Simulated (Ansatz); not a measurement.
Structure of amorphous Ta18Si7N25 (periodic cell):

```xyz
50
Lattice="8.4755 0.0000 0.0000 0.0000 8.4755 0.0000 0.0000 0.0000 8.4755" Properties=species:S:1:pos:R:3 pbc="T T T"
Ta     6.3358     7.1095     0.0208
Ta     4.6010     4.6215     5.4482
Ta     5.5831     7.3252     5.7115
Ta     7.4412     1.5008     8.1821
Ta     1.1545     1.1415     3.0384
Ta     1.9196     0.9392     7.1891
Ta     3.6723     5.8421     8.1896
Ta     8.4615     4.1100     1.4206
Ta     3.6679     0.9529     4.5442
Ta     4.6438     0.9318     1.2124
Ta     8.3214     0.2158     5.4959
Ta     5.9165     3.0105     3.4607
Ta     0.0717     5.9743     3.9942
Ta     2.0175     3.5132     4.8549
Ta     0.6865     5.1387     7.2420
Ta     2.4082     7.0071     5.7412
Ta     3.1050     4.2799     2.4378
Ta     5.5103     5.9442     3.0155
Si     7.5707     3.0799     6.2304
Si     4.4999     0.7747     7.1526
Si     6.3137     0.2968     3.3482
Si     2.7625     7.1516     2.9276
Si     2.8772     3.1910     8.1384
Si     5.2307     3.7661     0.8068
Si     0.8423     7.4932     0.7257
N      7.0154     8.3019     7.0121
N      2.6738     4.9546     6.4029
N      4.0476     7.2667     4.3017
N      0.3462     6.6932     5.9206
N      8.1509     6.1929     0.3659
N      6.3502     2.4247     1.3597
N      2.1243     7.3005     7.9717
N      3.0818     0.4503     2.4991
N      6.9353     7.2964     4.1717
N      1.2620     3.1523     2.7691
N      0.1741     4.1823     5.4271
N      0.6239     0.7611     0.5486
N      5.9473     7.8870     1.8895
N      2.0945     5.6439     3.9278
N      5.4283     5.8790     7.0659
N      1.0293     7.3808     2.4478
N      7.6529     1.3198     3.6955
N      6.1003     3.3780     5.4724
N      3.9327     3.0155     4.0224
N      3.7242     2.7530     1.2003
N      3.7231     6.1959     1.8262
N      7.8355     3.6586     7.9282
N      1.8899     4.5290     0.4659
N      1.5424     1.5473     5.1398
N      7.2417     4.6906     2.9813
```

The numbers are results of PBE, scalar-relativistic without spin-orbit coupling (plane waves to 420 eV, PAW; Ansatz, an electronic-structure program), not measurements. The usual formal charges leave 43 electrons over, so the level spacing at the Fermi energy parts defect or band states and needn't be the band gap.

A CHGNet melt-quench gave the starting glass, which DFT then relaxed. N atoms were pushed apart under 1.9 Å during the dynamics, to hinder bonds among them. The hot cell started wider than the set density and was brought back towards it in steps. It is the lowest in DFT energy of 2 quenches. It is a model cell: composition and starting density were chosen by hand, and all elements were melted together. No dispersion term was used. Its density started from a set value of 12.14 and ended at 10.37 g/cm³. The simulated quench (nominally 450 K/ps over its main leg) is rapid and tends to freeze in more defects than a deposited or slowly cooled glass has. A cell of this size samples the disorder only roughly. The volume was free in the relaxation, at fixed shape. Stress components on the final sampling reach 2.9 GPa. On a 2×2×2 Γ-centred mesh force components of up to 0.42 eV/Å stay, since the relaxation ran on one k-point at (1/4, 1/4, 1/4).

Neighbours within Ta-Ta 3.12 Å, Ta-Si 2.78 Å, Ta-N 2.80 Å, Si-Si 2.60 Å, Si-N 2.10 Å, N-N 1.70 Å count as bonded. Two cations that share two anions don't count as bonded, nor two that share one unless they lie closer than Ta-Ta 3.04 Å, Ta-Si 2.71 Å, Si-Si 2.38 Å.

### Question
Give the coordination numbers, mean bond lengths and angles.

### Answer

| Item | Result |
|---|---|
| Mean coordination of Ta by anions | 4.94 (1 with 3, 6 with 4, 5 with 5, 5 with 6, 1 with 7); 22 close contacts or bonds to cations besides |
| Mean coordination of Si by anions | 2.71 (1 with 0, 2 with 2, 2 with 3, 1 with 4, 1 with 5); 6 close contacts or bonds to cations besides |
| Mean coordination of N | 4.32 (1 with 3, 15 with 4, 9 with 5) |
| Mean Ta-N bond | 2.180 Å (spread 0.134 Å, 89 counted) |
| Mean Si-N bond | 1.797 Å (spread 0.060 Å, 19 counted) |
| Mean Ta-Ta close contact | 2.919 Å (spread 0.073 Å, 8 counted) |
| Mean Ta-Si close contact | 2.608 Å (spread 0.074 Å, 6 counted) |
| Bond angle at Ta | mean 101.8°, spread 30.0° |
| Bond angle at Si | mean 106.8°, spread 23.3° |
| Bond angle at N | mean 107.9°, spread 25.1° |

### Question
List the pairs of like atoms that count as bonded by the rules above.

### Answer
Ta1-Ta7 (2.97 Å), Ta2-Ta18 (2.91 Å), Ta2-Ta3 (2.89 Å), Ta6-Ta11 (2.77 Å), Ta6-Ta16 (2.85 Å), Ta9-Ta16 (2.98 Å), Ta12-Ta18 (2.99 Å), Ta17-Ta18 (2.98 Å).
